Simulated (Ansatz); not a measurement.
The parent structure is BeS in the zinc blende structure (space group F-43m, No. 216; a = 4.876 Å).

Modification: an isotropic linear strain of −0.66 %; the atoms relax in the strained cell.

Levels (all Ansatz, a program for electronic structure, PAW): PBE (420 eV, scalar-relativistic without spin-orbit coupling); r2SCAN (500 eV, without spin-orbit coupling); HSE06 (420 eV, scalar-relativistic without spin-orbit coupling); PBE+SOC (420 eV, noncollinear with spin-orbit coupling).

One geometry, relaxed with PBE, under each level:

Notes on the quantities. hole mass: degenerate bands, along [100].

The valence-band top lists the three highest levels at Γ (Kramers pairs under SOC), from the VBM.

| level | band gap | lowest conduction level above the VBM at special points | valence-band top at Γ | electron mass | hole mass | pressure |
|---|---|---|---|---|---|---|
| PBE | 3.10 eV | X 3.10 eV; K 4.35 eV; U 4.35 eV; L 5.48 eV | 0.00, 0.00, 0.00 eV | 0.83 mₑ along k, 0.29 mₑ across (at X) | 0.34, 0.56, 0.56 mₑ (at Γ) | 1.92 GPa |
| r2SCAN | 3.56 eV | X 3.56 eV; K 4.83 eV; U 4.83 eV; L 6.09 eV | – | 0.79 mₑ along k, 0.28 mₑ across (at X) | 0.34, 0.56, 0.56 mₑ (at Γ) | 1.54 GPa |
| HSE06 | 4.05 eV | X 4.05 eV; K 5.38 eV; U 5.38 eV; Γ 6.87 eV | – | – | – | – |
| PBE+SOC | 3.07 eV | X 3.07 eV; K 4.32 eV; U 4.32 eV; L 5.45 eV | 0.00, 0.00, -0.10 eV | 0.83 mₑ along k, 0.29 mₑ across (at X) | 0.39, 0.56 mₑ (at Γ) | 1.92 GPa |

Single points use the geometry relaxed with PBE. Their cutoffs differ, which shifts pressures a little. The hybrid gap comes from the SCF mesh plus the semilocal run's edge points and a few special points and is an upper bound. Differences between runs with and without spin-orbit coupling are approximate. Masses are band curvatures over ±0.01 Å⁻¹ around the edge. Along k means along the line from Γ to the band edge. Stability against distortions was not tested.
